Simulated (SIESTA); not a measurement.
**Worked example: self-consistent single point of Li (Im-3m, 1 atom in the cell) in SIESTA**

Method: GGA PBEsol, numerical atomic orbitals TZP, PseudoDojo PBEsol standard norm-conserving potentials (rewritten from UPF to PSML) (SIESTA).

Input:

```
# files in the folder: Li.psml (PseudoDojo PBEsol standard)
SystemName  Li
SystemLabel li

NumberOfAtoms                1
NumberOfSpecies              1
%block ChemicalSpeciesLabel
  1 3 Li
%endblock ChemicalSpeciesLabel
LatticeConstant              3.031496 Ang
%block LatticeVectors
    -0.577350259    0.577350259    0.577350259
     0.577350259   -0.577350259    0.577350259
     0.577350259    0.577350259   -0.577350259
%endblock LatticeVectors
AtomicCoordinatesFormat      Bohr
%block AtomicCoordinatesAndAtomicSpecies
     0.000000000    0.000000000    0.000000000  1
%endblock AtomicCoordinatesAndAtomicSpecies

XC.functional                GGA
XC.authors                   PBEsol
PAO.BasisSize                TZP
PAO.EnergyShift              0.01 Ry
PAO.Polarization.NonPerturbative true
MeshCutoff                   350 Ry
%block kgrid.MonkhorstPack
   13   0   0  0.0
    0  13   0  0.0
    0   0  13  0.0
%endblock kgrid.MonkhorstPack
OccupationFunction           MP
OccupationMPOrder            0
ElectronicTemperature        0.1 eV

MaxSCFIterations             150
SCF.Mixer.Method             Pulay
SCF.Mixer.Weight             0.25
SCF.Mixer.History            6
SCF.DM.Tolerance             1.0E-05
Diag.ParallelOverK           true
WriteForces                  true
```

Log, with long lists cut:

```
reinit: Reading from file input.fdf

reinit: System Name: Li
reinit: System Label: li

coor:   Atomic-coordinates input format  =     Cartesian coordinates
coor:                                            (in Bohr units)

siesta: Atomic coordinates (Bohr) and species
siesta:      0.00000   0.00000   0.00000  1        1

siesta: System type = bulk

initatomlists: Number of atoms, orbitals, and projectors:      1     7     8

siesta: ******************** Simulation parameters ****************************
redata: Spin configuration                          = none
redata: Time-Reversal Symmetry                      = T
redata: Number of Atomic Species                    =        1
redata: Mesh Cutoff                                 =   350.0000 Ry
redata: Net charge of the system                    =     0.0000 |e|
redata: Min. number of SCF Iter                     =        0
redata: Max. number of SCF Iter                     =      150
redata: SCF convergence failure will abort job
redata: SCF mix quantity                            = Hamiltonian
redata: Mix DM or H after convergence               =   F
redata: Recompute H after scf cycle                 =   F
redata: Mix DM in first SCF step                    =   T
redata: No kicks to SCF
redata: DM Mixing Weight for Kicks                  =     0.5000
redata: Require Harris convergence for SCF          =   F
redata: Harris energy tolerance for SCF             =     0.000100 eV
redata: Require DM convergence for SCF              =   T
redata: DM tolerance for SCF                        =     0.000010
redata: Require EDM convergence for SCF             =   F
redata: EDM tolerance for SCF                       =     0.001000 eV
redata: Require H convergence for SCF               =   T
redata: Hamiltonian tolerance for SCF               =     0.001000 eV
redata: Require (free) Energy convergence for SCF   =   F
redata: (free) Energy tolerance for SCF             =     0.000100 eV
redata: Using DFT-D3 dispersion                     =   F
redata: Using Saved Data (generic)                  =   F
redata: Method of Calculation                       = Diagonalization
redata: Electronic Temperature                      =  1160.4518 K
redata: Number of TDED substeps                     =        3
redata: Dynamics option                             = Single-point calculation
redata: Save all siesta data in one NC              =   F
redata: ***********************************************************************

%block SCF.Mixers
  Pulay
%endblock SCF.Mixers

%block SCF.Mixer.Pulay
  # Mixing method
  method pulay
  variant stable

  # Mixing options
  weight 0.2500
  weight.linear 0.2500
  history 6
%endblock SCF.Mixer.Pulay

DM_history_depth set to one: no extrapolation allowed by default for geometry relaxation
Size of DM history Fstack: 1
Total number of electrons:     3.000000
Total ionic charge:     3.000000

* ProcessorY, Blocksize:    1   8

* Orbital distribution balance (max,min):     7     7

 Kpoints in:         1183 . Kpoints trimmed:         1099

siesta: k-grid: Number of k-points = 1099
siesta: k-points from Monkhorst-Pack grid
siesta: k-cutoff (effective) =    19.705 Ang
siesta: k-point supercell and displacements
siesta: k-grid:    13     0     0      0.000
siesta: k-grid:     0    13     0      0.000
siesta: k-grid:     0     0    13      0.000

diag: Algorithm                                     = D&C
diag: Parallel over k                               =   F
diag: Use parallel 2D distribution                  =   F
diag: Parallel block-size                           = 8
diag: Parallel distribution                         =     1 x     1
diag: Used triangular part                          = Lower
diag: Absolute tolerance                            =  0.100E-15
diag: Orthogonalization factor                      =  0.100E-05
diag: Memory factor                                 =  1.0000

superc: Internal auxiliary supercell:     9 x     9 x     9  =     729
superc: Number of atoms, orbitals, and projectors:    729   5103   5832

                        Single-point calculation

superc: Internal auxiliary supercell:     9 x     9 x     9  =     729
superc: Number of atoms, orbitals, and projectors:    729   5103   5832

outcell: Unit cell vectors (Ang):
       -1.750235    1.750235    1.750235
        1.750235   -1.750235    1.750235
        1.750235    1.750235   -1.750235

outcell: Cell vector modules (Ang)   :    3.031496    3.031496    3.031496
outcell: Cell angles (23,13,12) (deg):    109.4712    109.4712    109.4712
outcell: Cell volume (Ang**3)        :     21.4461
new_DM -- step:     1
Initializing Density Matrix...

Attempting to read DM from file... Failed...
DM filled with atomic data:

InitMesh: MESH = 30 x 30 x 30 = 27000
InitMesh: Mesh cutoff (required, used) =   350.000   405.996 Ry

stepf: Methfessel-Paxton step function
       Using Hermite-Gauss polynomials of order  0

        iscf     Eharris(eV)        E_KS(eV)     FreeEng(eV)     dDmax    Ef(eV) dHmax(eV)
   scf:    1     -192.714953     -194.495706     -194.497844  0.746338 -5.866632  0.394911
   scf:    2     -194.495890     -194.495798     -194.497938  0.002046 -5.871341  0.289965
   scf:    3     -194.496000     -194.495902     -194.498048  0.005710 -5.884540  0.000546
   scf:    4     -194.495902     -194.495902     -194.498048  0.000114 -5.884940  0.000222
   scf:    5     -194.495902     -194.495902     -194.498048  0.000006 -5.884933  0.000067

SCF Convergence by DM+H criterion
max |DM_out - DM_in|         :     0.0000058372
max |H_out - H_in|      (eV) :     0.0000669008
SCF cycle converged after 5 iterations

Using DM_out to compute the final energy and forces

siesta: E_KS(eV) =             -194.4959

siesta: E_KS - E_eggbox =      -194.4959

siesta: Atomic forces (eV/Ang):
     1    0.000000    0.000000   -0.000000
   Tot    0.000000    0.000000   -0.000000
   Max    0.000000
   Res    0.000000    sqrt( Sum f_i^2 / 3N )
   Max    0.000000    constrained

Stress tensor Voigt[x,y,z,yz,xz,xy] (kbar):        4.04        4.04        4.04        0.14        0.14        0.14
(Free)E + p*V (eV/cell)     -194.5522
Target enthalpy (eV/cell)     -194.4980

siesta: Program's energy decomposition (eV):
siesta: Ebs     =      -111.335289
siesta: Eions   =       183.442853
siesta: Ena     =        14.468605
siesta: Ekin    =       141.343595
siesta: Enl     =      -123.340374
siesta: Eso     =         0.000000
siesta: Edftu   =         0.000000
siesta: DEna    =         0.465636
siesta: DUscf   =         0.003829
siesta: DUext   =         0.000000
siesta: Ex      =       -41.208707
siesta: Ec      =        -2.785634
siesta: Exc     =       -43.994341
siesta: Eharris =      -194.495902
siesta: Etot    =      -194.495902
siesta: FreeEng =      -194.498048

siesta: Stress tensor (static) (eV/Ang**3):
siesta:     0.002523    0.000087    0.000087
siesta:     0.000087    0.002523    0.000087
siesta:     0.000087    0.000087    0.002523

siesta: Cell volume =         21.446137 Ang**3

siesta: Pressure (static):
siesta:                Solid            Molecule  Units
siesta:          -0.00002748         -0.00002748  Ry/Bohr**3
siesta:          -0.00252307         -0.00252307  eV/Ang**3
siesta:          -4.04239638         -4.04239638  kBar
```

The run converged in 5 iterations.

The starting cell has typed, rounded lattice constants, without a prior relaxation at this level. Its lattice was rescaled by up to half a per cent. Values carry the incompleteness of an atom-centred basis.
